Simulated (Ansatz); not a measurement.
Defect: C-vacancy pair (C on one host N site, one N site vacant) in wurtzite GaN, neutral cell. The step: a nearby N atom hops onto the vacant site (C-vacancy distance between ideal sites 3.21 → 4.55 Å); the atom moves 3.20 Å along (-1.00, -0.99, -0.01) of the unit cell; the moving atom starts with neighbours 3 Ga at 1.97, Ga at 1.99 Å and ends with 2 Ga at 1.95, Ga at 1.98, Ga at 2.00 Å. DFT values are from Ansatz (plane-wave PAW, 420 eV unless said) in a cell of 72 host sites, spin-restricted, static, with no finite-size correction. The charge state is imposed; whether it is stable for some Fermi level was not computed. Forms of the defect that were not tried may lie lower. For the PBE band: the saddle point's order was not checked.

| Level | Forward barrier (eV) | Cost of the band or of the saddle's single point |
|---|---|---|
| CHGNet universal potential (has no charge state), its own band | 1.91 | - |
| PBE, one k-point at (0.125, 0.250, 0.250), band relaxed | 3.58 | very roughly 23 core-minutes |
| PBE, a 2×2×2 k-point mesh shifted by half a step along c, same geometries | 3.62 | around 110 core-seconds (rough) |
| r2SCAN at 500 eV, one k-point at (0.125, 0.250, 0.250), same geometries | ? | very roughly 80 core-seconds |

Task: Complete the blanks.

Result: 
- r2SCAN at 500 eV, one k-point at (0.125, 0.250, 0.250), same geometries, Forward barrier (eV): 3.94

Ansatz is a first-principles code.
